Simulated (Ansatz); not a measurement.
## TiO2, response to strain

Consider TiO2 in the rutile structure (space group P4_2/mnm, No. 136; a = 4.5481 Å, c = 2.9171 Å). Axes: x, y, z lie along a, b, c of the conventional cell.

Strains are applied to the cell and any free atomic positions relax; under biaxial strain the out-of-plane vector relaxes too.

All numbers come from LDA, PAW, 420 eV (Ansatz, a quantum-chemistry and plane-wave program; spin-orbit coupling left out).

Notes on the quantities. pressure: mean of the normal stresses, compression positive.

| case | ratio −ε⊥/ε∥ | band gap | pressure |
|---|---|---|---|
| base | – | 1.86 eV | 0.00 GPa |
| biaxial strain +0.60 %, plane normal [001], relaxed out of plane | – | 1.87 eV | -1.57 GPa |
| biaxial strain +1.20 %, plane normal [001], relaxed out of plane | 0.63 | 1.88 eV | -3.07 GPa |
| biaxial strain +1.80 %, plane normal [001], relaxed out of plane | 0.61 | 1.89 eV | -4.50 GPa |
| biaxial strain +2.40 %, plane normal [001], relaxed out of plane | 0.59 | 1.91 eV | -5.86 GPa |
| biaxial strain +3.00 %, plane normal [001], relaxed out of plane | 0.57 | 1.93 eV | -7.13 GPa |

Whether these cells are dynamically stable was not tested. All final runs are without spin polarisation.
